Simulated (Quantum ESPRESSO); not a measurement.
Worked example: self-consistent single point of AlFe (P1, 2 atoms in the cell) in Quantum ESPRESSO.

Computed with LDA (PZ), GBRV 1.5 ultrasoft (LDA) pseudopotentials (plane waves; Quantum ESPRESSO).

```
AlFe
1.0
    2.84551     0.00000     0.00000
    0.00000     2.84551     0.00000
    0.00000     0.00000     2.84551
Al Fe
1 1
Direct
  0.00287   0.99805   0.00256
  0.49713   0.50195   0.49744
```
Moments meant for the start (each program seeds them in its own way; μB, in the order of the atoms Al Fe): 0.0 4.0.

Reference input (self-consistent single point, DFT, PBE, plane waves, GBRV 1.5 ultrasoft (PBE) pseudopotentials): ecutwfc = 50 Ry; ecutrho = 400 Ry; occupations = smearing; smearing = gaussian; degauss = 0.0099958 Ry; nspin = 2; potentials = {Al: al_pbe_v1.uspp.F.UPF, Fe: fe_pbe_v1.5.uspp.F.UPF}; K_POINTS = automatic 7 7 7 0 0 0; conv_thr = 1e-10 Ry; mixing_beta = 0.5. This run's input differs from it in these lines:

```diff
@@ -25,4 +25,4 @@
 ATOMIC_SPECIES
-Al    26.9815  al_pbe_v1.uspp.F.UPF
-Fe    55.8450  fe_pbe_v1.5.uspp.F.UPF
+Al    26.9815  al_lda_v1.uspp.F.UPF
+Fe    55.8450  fe_lda_v1.5.uspp.F.UPF
 CELL_PARAMETERS {bohr}
```

Output (repeated stretches shortened):

```
     Self-consistent Calculation

     iteration #  1     ecut=    50.00 Ry     beta= 0.50

     total energy              =    -255.39685681 Ry
     estimated scf accuracy    <       3.13678850 Ry

     total magnetization       =     1.49 Bohr mag/cell
     absolute magnetization    =     1.91 Bohr mag/cell

     iteration #  2     ecut=    50.00 Ry     beta= 0.50

     total energy              =    -255.50876465 Ry
     estimated scf accuracy    <      13.46111861 Ry

     total magnetization       =     0.06 Bohr mag/cell
     absolute magnetization    =     0.34 Bohr mag/cell

     iteration #  3     ecut=    50.00 Ry     beta= 0.50

   [... lines left out ...]
     absolute magnetization    =     1.75 Bohr mag/cell

   [... 15 blocks of this kind left out ...]

     iteration # 19     ecut=    50.00 Ry     beta= 0.50

     total energy              =    -257.01273513 Ry
     estimated scf accuracy    <          1.4E-10 Ry

     total magnetization       =     0.60 Bohr mag/cell
     absolute magnetization    =     0.67 Bohr mag/cell

     iteration # 20     ecut=    50.00 Ry     beta= 0.50

     Magnetic moment per site  (integrated on atomic sphere of radius R)
     atom   1 (R=0.354)  charge=  1.2559  magn= -0.0190
     atom   2 (R=0.354)  charge= 14.5186  magn=  0.6214
     End of self-consistent calculation

     Number of k-points >= 100: set verbosity='high' to print the bands.

     the Fermi energy is    14.0352 ev

!    total energy              =    -257.01273513 Ry
     estimated scf accuracy    <          9.2E-12 Ry
     smearing contrib. (-TS)   =      -0.00168327 Ry
     internal energy E=F+TS    =    -257.01105186 Ry

     total magnetization       =     0.60 Bohr mag/cell
     absolute magnetization    =     0.67 Bohr mag/cell

     convergence has been achieved in  20 iterations

     Forces acting on atoms (cartesian axes, Ry/au):

     atom    1 type  1   force =    -0.00515123    0.00350363   -0.00459735
     atom    2 type  2   force =     0.00515123   -0.00350363    0.00459735

     Total force =     0.010950     Total SCF correction =     0.000000

          total   stress  (Ry/bohr**3)                   (kbar)     P=      -59.70
  -0.00040621  -0.00000211   0.00000278          -59.76       -0.31        0.41
  -0.00000211  -0.00040537  -0.00000189           -0.31      -59.63       -0.28
   0.00000278  -0.00000189  -0.00040589            0.41       -0.28      -59.71

   JOB DONE.
```

The run converged in 20 iterations. Against the reference run the pressure goes from 5.69 to -5.97 GPa, the largest force goes from 0.219 to 0.199 eV/Å and the size of the net moment moves little (0.32 to 0.30 μB/atom).

The starting cell comes from a database of computed structures (which also holds hypothetical and non-ambient phases and stackings), without a prior relaxation at this level. Its atoms were displaced at random from the sites of space group no. 221. The moments shrank to a small part of their start, a low-spin state that need not be the lowest. With a pressure of about -6 GPa the cell is away from its equilibrium volume at this level.

Cost on one core of a shared machine: roughly 50 s.
